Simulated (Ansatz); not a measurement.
Consider Ge in the diamond structure (space group Fd-3m, No. 227; a = 5.6744 Å).

All numbers come from DFT with r2SCAN, PAW potentials and a 500 eV plane-wave cutoff in Ansatz (a quantum-chemistry and plane-wave program), without spin-orbit coupling.

One change was made to it. Results:

The lattice parameter a falls by 0.437 Å to 5.237 Å; the valley order (the lowest conduction-band minima on the path, energy above the VBM, named in the base's zone) changes from Γ 0.36 eV; L along ⟨111⟩ 0.44 eV; a point along ⟨100⟩, about 0.9 Å⁻¹ from Γ 0.79 eV to a point along ⟨100⟩, about 0.9 Å⁻¹ from Γ 0.38 eV; L along ⟨111⟩ 1.33 eV; the width of the top valence band grows by 1.35 eV (4.01 eV → 5.36 eV).

Problem. Which of these changes matches the shifts?
(A) pressure 1.8 GPa
(B) pressure 30 GPa
(C) pressure −2 GPa

Solution. B, pressure 30 GPa. For comparison, the valley order in the other runs: pressure 1.8 GPa gives L along ⟨111⟩ 0.52 eV; Γ 0.59 eV; a point along ⟨100⟩, about 0.9 Å⁻¹ from Γ 0.76 eV; pressure −2 GPa gives Γ 0.06 eV; L along ⟨111⟩ 0.33 eV; a point along ⟨100⟩, about 0.9 Å⁻¹ from Γ 0.83 eV.

The levels and masses belong to the bands next to the band gap. Load acts through the strain it causes; cell and atoms are relaxed under it. No phonon test of stability was made. Measured, Ge leaves this structure (for the β-tin structure) near 10.6 GPa (room temperature; as listed in arXiv:1906.07825).
